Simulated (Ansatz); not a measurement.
Relaxation of the outer planes of the (110) surface of rock-salt AgCl in its 1x1 cell (cut with top plane Ag + Cl, bottom plane Ag + Cl), outermost plane spacing 1.98 Å in the ideal cut.

Calculation: PBE (plane waves to 420 eV, PAW; Ansatz, an electronic-structure program).

Model: 14-atom slab, Ag7Cl7, 11.9 Å thick at the start, 7x5x1 mesh, Fermi-Dirac 0.025 eV, dipole correction, all atoms relaxed; start symmetry kept, larger cells not searched; no spin, no spin-orbit, no U.

```csv
plane,atoms,bulk spacing to the next (Å),relaxed spacing (Å),change (%),rumpling (Å)
1,Ag + Cl,1.983,___,___,___
2,Ag + Cl,1.983,2.069,4.3,0.17 (Ag outermost)
```

Problem. What belongs in the gaps?

Solution. 
- 1, relaxed spacing (Å): 1.822
- 1, change (%): -8.2
- 1, rumpling (Å): 0.24 (Cl outermost)
